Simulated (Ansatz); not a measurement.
Functionals compared on H on the 1x1 (110) surface of 3C silicon carbide (cut with top plane C + Si), one in a 2x2 cell, started at the site 'over Si at depth 1.5 Å', in Ansatz (plane waves, PAW). The structure was relaxed with PBE; the other rows are single points on it, each with its references at the same level. Cutoff 420 eV (500 eV for r2SCAN).

Host crystal: 3C silicon carbide, with a band gap (PBE, scalar-relativistic without spin-orbit coupling).

Slab: 49 atoms, 7.7 Å thick at the start under the adsorbate (thin: gaps and levels are the slab's own); k 3x3x1, smearing 0.01 eV, dipole-corrected; 24 atoms held, the rest relaxed; symmetry of the start imposed; spin-polarised, ending with about 0.1 μB a cell, a value that depends on the mesh; orders that need a larger cell were not tried, no spin-orbit, no U, no dispersion correction. The slab shows no gap over 0.04 eV on its mesh. At the end it is bonded to C. In PBE it is, or lies within 0.03 eV of, the lowest of the starts that converged. These notes are the PBE run's. RPBE: The program's check for a lower electronic state was not made. r2SCAN: The program's check for a lower electronic state was not made. Adsorption energies are against ½ H2(g). A negative adsorption energy means that the adsorbate is more stable on the surface than in its reference.

```
functional  adsorption energy (eV)  work function of the top face (eV)          rough cost of the single point
----------  ----------------------  ----------------------------------  --------------------------------------
PBE                          -1.28                                3.91                                       –
RPBE                         -1.17                                3.79             very roughly 6 core-minutes
r2SCAN                           …                                   …  about 10 core-minutes (a rough figure)
```

Task: Complete the blanks.

Result: 
- r2SCAN, adsorption energy (eV): -1.17
- r2SCAN, work function of the top face (eV): 3.82

Ansatz is an electronic-structure program.
